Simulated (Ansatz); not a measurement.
Functionals compared on a constructed model of the (100) surface of fcc Ag, a pseudomorphic layer of Mg in the host's stacking (bottom of the slab: a bare face, its two planes held), in Ansatz (plane waves, PAW). The structure was relaxed with PBE; the other rows are single points on it. Cutoff 420 eV (500 eV for r2SCAN).

Slab: 7 atoms, 12.5 Å thick at the start; k 13x13x1, smearing 0.1 eV, dipole-corrected; 2 atoms held, the rest relaxed; symmetry of the start imposed; no spin, no spin-orbit, no U. It is one candidate, not shown to be the stable structure of the face. These notes are the PBE run's.

```json
[
 {"functional": "PBE", "work function of the top face (eV)": "3.77", "rough cost of the single point": "–"},
 {"functional": "RPBE", "work function of the top face (eV)": "___", "rough cost of the single point": "about 30 core-seconds (a rough figure)"},
 {"functional": "r2SCAN", "work function of the top face (eV)": "3.83", "rough cost of the single point": "about 80 core-seconds (a rough figure)"}
]
```

Some entries are withheld; supply them.


- RPBE, work function of the top face (eV): 3.70

Ansatz is a program for electronic structure.
